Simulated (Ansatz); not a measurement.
Take Zr₃N₄ (space group I-43d, No. 220; a = 6.7027 Å) as the base. Axes: x, y, z lie along the cube axes.

All numbers come from Ansatz (a quantum-chemistry and plane-wave program), PBEsol, PAW, cutoff 420 eV, no spin-orbit coupling.

One thing is altered: uniaxial strain ε_xx = +0.78 %, all other strain components held at zero, atoms relaxed at fixed cell.

Question: Predict the stress tensor and what it implies for the stiffness.

Answer: Stress of the strained cell less that of the base (GPa, compression positive):
```
  -3.26    0.00    0.00
   0.00   -1.13    0.00
   0.00    0.00   -1.13
```

Then −Δσ_ii/ε with ε = 0.0078 gives relaxed-ion elastic constants: C11 ≈ 418 GPa, C12 ≈ 144 GPa and C13 ≈ 144 GPa.

Stability against distortions was not tested.
